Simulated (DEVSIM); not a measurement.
Structure: Au/SiO2/p-Ge capacitor, at 300 K.

```tsv
layer (left to right)	material	thickness (nm)	Na (cm⁻³)
1	SiO2	2.90	-
2	Ge	3000	3.9e16
```

Metal gate on the left, work function 5.1 eV. Fixed charge at the semiconductor interface -1e10 cm⁻² (in units of +e); no interface traps.

The device is made up for the run: typed textbook-type constants, with dimensions and the other settings drawn at random. Values at 300 K.

```csv
parameter,SiO2,Ge
gap (eV),9,0.664
affinity (eV),0.9,4
permittivity,3.9,16
Nc (cm⁻³),-,1.04e19
Nv (cm⁻³),-,6e18
```

DEVSIM, 1D Poisson equation in equilibrium, Boltzmann statistics, complete ionisation; no quantum confinement or tunnelling. Metal contacts follow the ideal Schottky-Mott rule: no Fermi-level pinning, no interface dipoles.

Question: Give the band bending (positive: bands bend down) and minority sheet density.

Answer: 
```tsv
Vg (V)	ψs (V)	minority carriers (cm⁻²)
0.25	-0.124	< 1e8
0.4	-0.084	< 1e8
0.55	-0.011	< 1e8
0.7	0.102	< 1e8
0.85	0.232	< 1e8
1	0.367	7.9e9
1.15	0.470	3.0e11
1.3	0.515	1.1e12
```
